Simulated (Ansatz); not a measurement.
Consider KMgF3 in the cubic perovskite structure (space group Pm-3m, No. 221; a = 3.9913 Å).

The values are results of PBEsol (Ansatz, a program for electronic structure), spin-orbit coupling left out, not measurements.

One change was made to it. Results:

| quantity | base | after |
|---|---|---|
| density | 3.14 g/cm³ | 3.34 g/cm³ |
| shortest interatomic distance | 3.771 bohr | 3.696 bohr |
| band gap | 7.12 eV | 7.57 eV |

Which of these changes matches the shifts?
A. pressure 1.5 GPa
B. pressure 0.3 GPa
C. pressure 5 GPa
D. pressure 10 GPa

C, pressure 5 GPa. For comparison, the band gap in the other runs: pressure 10 GPa gives 7.96 eV; pressure 0.3 GPa gives 7.15 eV; pressure 1.5 GPa gives 7.26 eV.

Load acts through the strain it causes; cell and atoms are relaxed under it. Stability against distortions was not tested. No other phases were tried under pressure.
